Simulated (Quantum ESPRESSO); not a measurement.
## Several settings converged on HgTe (R3m, 2 atoms in the cell)

```yaml
crystal:
  lattice:
    - [0.00000, 3.21385, 3.21385]
    - [3.21385, 0.00000, 3.21385]
    - [3.21385, 3.21385, 0.00000]
  atoms:
    - { symbol: Hg, position: [0.00449, 0.00449, 0.00449] }
    - { symbol: Te, position: [0.25000, 0.25000, 0.25000] }
```

Base method: PBEsol, GBRV 1.5 ultrasoft (PBESOL) pseudopotentials (plane waves; Quantum ESPRESSO 7.5).

Base settings: ecutwfc = 40 Ry; ecutrho = 200 Ry; occupations = smearing; smearing = fd; degauss = 0.000734986 Ry; potentials = {Hg: hg_pbesol_v1.uspp.F.UPF, Te: te_pbesol_v1.uspp.F.UPF}; K_POINTS = automatic 6 6 6 0 0 0; conv_thr = 1e-10 Ry; mixing_beta = 0.7.

The count of work is k-points × plane waves × bands × iterations; it is no time. Core times come from one kind of shared machine, to one figure; runs under 30 s give none.

**The k-point mesh at a smearing width of 0.05 eV**

In this ladder: degauss = 0.0036749 Ry.

The second cell is the first with its lattice scaled by 0.98.

Only quantities that move along the ladder and can be compared are tabulated.

```tsv
K_POINTS	free energy less the last step's (meV/atom)	energy of the compressed cell less the first (meV/atom)	pressure (GPa)	count of work / last	core time / last (rough)
automatic 3 3 3 0 0 0	168.77	68.19	3.73	0.012	–
automatic 5 5 5 0 0 0	17.64	51.64	2.44	0.039	–
automatic 7 7 7 0 0 0	3.07	49.63	2.28	0.090	–
automatic 10 10 10 0 0 0	0.35	49.20	2.25	0.24	0.2
automatic 14 14 14 0 0 0	0.02	49.13	2.25	0.59	0.4
automatic 17 17 17 0 0 0	0.00	49.13	2.25	1.0	1
```

Coarsest K_POINTS that holds the pressure within 0.5 GPa of the last step, with all finer ones: automatic 5 5 5 0 0 0, at 0.039 of the last step's count of work; the step before is off by 1.5 GPa.

Coarsest K_POINTS that holds the free energy within 2 meV/atom of the last step, with all finer ones: automatic 10 10 10 0 0 0, at 0.24 of the last step's count of work and about 0.2 of the last step's time; the step before is off by 3.1 meV/atom.

Coarsest K_POINTS that holds the energy of the compressed cell less the first within 2 meV/atom of the last step, with all finer ones: automatic 7 7 7 0 0 0, at 0.090 of the last step's count of work; the step before is off by 2.5 meV/atom.

The energy difference between the two cells stays within 1 meV/atom of the last step's from automatic 7 7 7 0 0 0 on, the total only from automatic 10 10 10 0 0 0 on: much of the error is common to both cells and cancels.

**The width of Gaussian smearing**

In this ladder: smearing = gauss; K_POINTS = automatic 10 10 10 0 0 0.

Narrow widths need finer meshes than wide ones, so the last steps can hold mesh noise.

Only quantities that move along the ladder and can be compared are tabulated; pressure and forces are left out, as mesh noise rules them at narrow widths.

| degauss | free energy less the last step's (meV/atom) | energy extrapolated to zero width less the last step's (meV/atom) |
|---|---|---|
| 0.073499 Ry | -25.12 | 18.72 |
| 0.036749 Ry | -2.26 | 1.55 |
| 0.02205 Ry | -0.40 | 0.19 |
| 0.0073499 Ry | 0.00 | 0.00 |

Widest degauss that holds the energy extrapolated to zero width within 2 meV/atom of the last step, with all finer ones: 0.036749 Ry; the step before is off by 19 meV/atom.

Widest degauss that holds the free energy within 5 meV/atom of the last step, with all finer ones: 0.036749 Ry; the step before is off by 25 meV/atom.

**The k-point mesh at a smearing width of 0.02 eV**

In this ladder: degauss = 0.00147 Ry.

Only quantities that move along the ladder and can be compared are tabulated.

| K_POINTS | free energy less the last step's (meV/atom) | pressure (GPa) | count of work / last |
|---|---|---|---|
| automatic 3 3 3 0 0 0 | 170.73 | 3.73 | 0.021 |
| automatic 5 5 5 0 0 0 | 18.01 | 2.44 | 0.066 |
| automatic 7 7 7 0 0 0 | 3.17 | 2.28 | 0.15 |
| automatic 10 10 10 0 0 0 | 0.37 | 2.25 | 0.40 |
| automatic 14 14 14 0 0 0 | 0.00 | 2.25 | 1.0 |

Coarsest K_POINTS that holds the free energy within 5 meV/atom of the last step, with all finer ones: automatic 7 7 7 0 0 0, at 0.15 of the last step's count of work; the step before is off by 18 meV/atom.

Coarsest K_POINTS that holds the pressure within 0.5 GPa of the last step, with all finer ones: automatic 5 5 5 0 0 0, at 0.066 of the last step's count of work; the step before is off by 1.5 GPa.

On the base run: the starting cell has typed, rounded lattice constants, without a prior relaxation at this level. Its lattice was rescaled by up to half a per cent. One atom was moved a little off its site on purpose. The run gives no clean gap (levels at the Fermi energy touch, overlap or are partly filled at this smearing), which alone does not show that the compound is a metal.

Left out of this page: 2 runs of the series outside the window shown, repeating another row's setting, or not comparable.
